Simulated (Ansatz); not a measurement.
A user runs Ansatz (a first-principles code) on Se (P3_121, 3 atoms in the cell) and asks whether the run is sound. The aim is a self-consistent single point with DFT, PBE, plane waves, PAW files.

Cell that was meant: a = 4.4553 Å, b = 4.4553 Å, c = 4.9240 Å, α = 90.00°, β = 90.00°, γ = 120.00°.

Part of the input:

Ansatz 0.2 input:
```yaml
    - { symbol: Se, position: [0.21789000, 0.00000000, 0.33333300] }
    - { symbol: Se, position: [0.00000000, 0.21789000, 0.66666700] }
    - { symbol: Se, position: [0.78211000, 0.78211000, 0.00000000] }
basis:
  ecutwfc: 15.4 Ry
kpoints:
  mp_grid: { grid: [7, 7, 6] }
hamiltonian:
```

Output, abridged:

```
   [... lines left out ...]
Symmetry: 6 space group operations
Space group: P3121 (ITA 152), of the structure as read, at distance tolerance 4.4e-5 Å
k-points: 40 of 294 (time reversal used)
Initial density: superposition of atomic densities (chi_scale 0.1, normalization cell)
Initial wavefunctions: pseudopotential atomic-orbital guess
Eigensolver: davidson
Functional: x = pbe(κ = 0.804, μ = 0.2195149727645171), c = pbe(β = 0.06672455060314922)
iter 1 solved again at ethr=9.20e-4 eV; its pass at ethr=3.10e-3 eV (dr2=4.41e-1 eV) is discarded
SCF iter   1: F=—  HF=-16401.284456 eV  |F-HF|=—  |Δ(HF+E_count)|=         —  Δρ=2.90e-2  dr2=4.38e-1  ethr=9.20e-4  ⟨swp⟩=1.0  Hψ=5030  notcnv=0  defer=79
all-band conjugate gradients solve this SCF's bands
preconditioner: auto → Resta (q_TF=auto, 2.482 Å⁻¹)
SCF iter   2: F=—  HF=-16400.072686 eV  |F-HF|=—  |Δ(HF+E_count)|=    1.21e0  Δρ=1.71e-2  dr2=1.84e-1  ethr=9.12e-4  ⟨swp⟩=2.0  Hψ=2196  notcnv=0  defer=84
   [... lines left out ...]
SCF iter   5: F=—  HF=-16399.930453 eV  |F-HF|=—  |Δ(HF+E_count)|=   1.50e-3  Δρ=1.23e-4  dr2=1.23e-5  ethr=7.39e-7  ⟨swp⟩=2.0  Hψ=1560  notcnv=0  defer=120
SCF iter   6: F=—  HF=-16399.930582 eV  |F-HF|=—  |Δ(HF+E_count)|=   1.30e-4  Δρ=2.12e-5  dr2=4.66e-7  ethr=2.57e-8  ⟨swp⟩=2.0  Hψ=1520  notcnv=0  defer=40
SCF iter   7: F=-16399.930584 eV  HF=-16399.930584 eV  |F-HF|=5.10e-8  |Δ(HF+E_count)|=   1.78e-6  Δρ=4.09e-6  dr2=1.25e-8  ethr=2.08e-10  ⟨swp⟩=9.2  Hψ=4838  notcnv=0
SCF 1 converged in 7 iterations: F = -16399.930584 eV  dr2 = 1.25e-8
Free energy (F): -16399.930584 eV
Internal energy: -16399.930584 eV  (E = F + TS)
E sigma→0 (E₀):  -16399.930584 eV
Fermi energy:    5.911905 eV
--- Forces (eV/Å), atoms counted from 1 ---
  atom   1  Se     0.45670901    -0.00000003    -0.00000000
  atom   2  Se    -0.22835448     0.39552162     0.00000000
  atom   3  Se    -0.22835453    -0.39552159    -0.00000000
--- Stress (GPa, compression-positive) ---
        1.771293       0.000000      -0.000000
        0.000000       1.771293      -0.000000
       -0.000000      -0.000000       2.850939
  P = ⅓ Tr σ = 2.1312 GPa (21.312 kbar)
  The stress holds the Pulay correction. Without it, at fixed plane waves, as pw.x and ABINIT print it: P = -66.9584 GPa
```

Task: Is anything amiss in this input, and did it matter?

Result: The run is not sound. The fault is a basis or grid far too coarse for these potentials. Far below the cutoff that the potentials were made for, the basis cannot represent the orbitals near the nuclei, and energies, forces and above all the stress go wrong. To fix it, restore the cutoff that the potentials need and check convergence. The run converged in 7 iterations without an error; against the sound input the free energy rises by 2.43 eV/atom, the pressure goes from 3.32 to 2.13 GPa, the largest force goes from 0.656 to 0.457 eV/Å and the gap on the mesh goes from 1.320 to 1.299 eV. At a fixed set of plane waves, without the program's Pulay estimate, the pressure is -66.96 GPa against 3.31 GPa.

An input that runs soundly differs in these lines (not the only fix; some lines may just follow from the change or write a value another way):
```diff
-basis:
-  ecutwfc: 15.4 Ry
```

With that input, the run converged in 7 iterations: free energy E − TS (on the zero of these files) -16407.2137 eV; top of the valence band (on the code's own zero) 6.06 eV; gap on the k-point mesh 1.32 eV; pressure 3.32 GPa; largest force (vector length) 0.656 eV/Å (DFT, PBE, plane waves, PAW files).

On the sound input: the starting cell comes from a database of computed structures (which also holds hypothetical and non-ambient phases and stackings), without a prior relaxation at this level. Its lattice was rescaled by a random factor within 2.5 % of one. With a pressure of about 3 GPa the cell is away from its equilibrium volume at this level. Ansatz's pressure includes its estimate of the finite-basis (Pulay) stress.
